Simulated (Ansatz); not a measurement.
Response to strain in hypothetical simple cubic Ag

The parent structure is Ag in the simple cubic structure (space group Pm-3m, No. 221; a hypothetical phase, not in the database extracts checked; relaxed with 0.1 eV smearing).

```xyz
1
Lattice="2.7507 0.0000 0.0000 0.0000 2.7507 0.0000 0.0000 0.0000 2.7507" Properties=species:S:1:pos:R:3 pbc="T T T"
Ag     0.0000     0.0000     0.0000
```

Cartesian axes are those of the cell as printed.

Strains are applied to the cell and any free atomic positions relax; under biaxial strain the out-of-plane vector relaxes too; under stress the whole cell relaxes.

Levels (all Ansatz, an electronic-structure program, PAW): PBE (420 eV, without spin-orbit coupling); PBEsol (420 eV, scalar-relativistic without spin-orbit coupling).

The base cell above is that of PBE; each level relaxes its own structures.

```csv
case,"shortest interatomic distance, PBE","shortest interatomic distance, PBEsol"
"biaxial strain −1.46 %, plane normal [001], relaxed out of plane",2.711 Å,2.646 Å
"biaxial strain +1.03 %, plane normal [001], relaxed out of plane",2.748 Å,2.682 Å
"uniaxial stress, 8 GPa tension along x",2.742 Å,2.679 Å
```

PBE lies above PBEsol in every row, by 0.063 Å to 0.066 Å. They put the cases in the same order.

Beyond what the load breaks, stability against distortions was not tested.
